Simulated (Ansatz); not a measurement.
The starting structures come from a database of crystals and need not be the phases stable at ambient conditions.

 Where the default PAW files enter, the runs use the earlier of Ansatz's two default sets.

Inside the gap of an insulator the Bloch states are evanescent, with a wavenumber k + iκ along the transport direction.

Input:

```yaml
crystal:
  lattice:
    - [3.95268, 0.00000, 0.00000]
    - [0.00000, 7.54225, 0.00000]
    - [0.00000, 0.00000, 5.59960]
  atoms:
    - { symbol: Sr, position: [0.25000, 0.35283, 0.19279] }
    - { symbol: Sr, position: [0.75000, 0.64717, 0.80721] }
    - { symbol: Sr, position: [0.75000, 0.14717, 0.69279] }
    - { symbol: Sr, position: [0.25000, 0.85283, 0.30721] }
    - { symbol: H, position: [0.75000, 0.01801, 0.10941] }
    - { symbol: H, position: [0.25000, 0.98199, 0.89059] }
    - { symbol: H, position: [0.25000, 0.48199, 0.60941] }
    - { symbol: H, position: [0.75000, 0.51801, 0.39059] }
    - { symbol: N, position: [0.75000, 0.11664, 0.23703] }
    - { symbol: N, position: [0.25000, 0.88336, 0.76297] }
    - { symbol: N, position: [0.25000, 0.38336, 0.73703] }
    - { symbol: N, position: [0.75000, 0.61664, 0.26297] }
```

Space group of this cell: Pnma. The cell is taken as given; by PBEsol its mean pressure is -1.4 GPa.

Transport runs along the normal of the first two printed cell vectors.

The gap is the functional's own. No spin-orbit coupling. Mid-gap values are interpolated on the energy grid.

Problem. State the band gap and the smallest decay constant κ at mid-gap according to PBEsol in Ansatz (a program for electronic structure).

Solution. Gap 1.90 eV on a 8×4×6 mesh; κ = 0.234 1/Å, at the zone centre.
